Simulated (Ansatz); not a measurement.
Given:

```
AlN
1.0
    3.12787     0.00000     0.00000
   -1.56393     2.70881     0.00000
    0.00000     0.00000     4.96982
Al N
2 2
Direct
  0.66667   0.33333   0.49833
  0.33333   0.66667   0.99833
  0.66667   0.33333   0.88167
  0.33333   0.66667   0.38167
```

Computed with PBEsol with spin-orbit coupling, rigid bands (plane waves, PAW; Ansatz, an electronic-structure program). Condition of this run: biaxial stress xx = yy = -2 GPa (compression positive) (the target of the relaxation). How the cell was made: cell and atoms relaxed with PBEsol, then loaded as said.

Problem. What conductivity effective mass do dilute electrons have at 300 K?

Solution. 0.31 (x), 0.31 (y), 0.30 (z) mₑ.

Problem. What conductivity effective mass do dilute holes have at 300 K?

Solution. 3.5 (x), 3.5 (y), 0.39 (z) mₑ.

Problem. And the band gap?

Solution. 4.00 eV at this level; semilocal functionals usually fall short of the measured gap.

Rigid bands, one relaxation time for all states, no polarons.
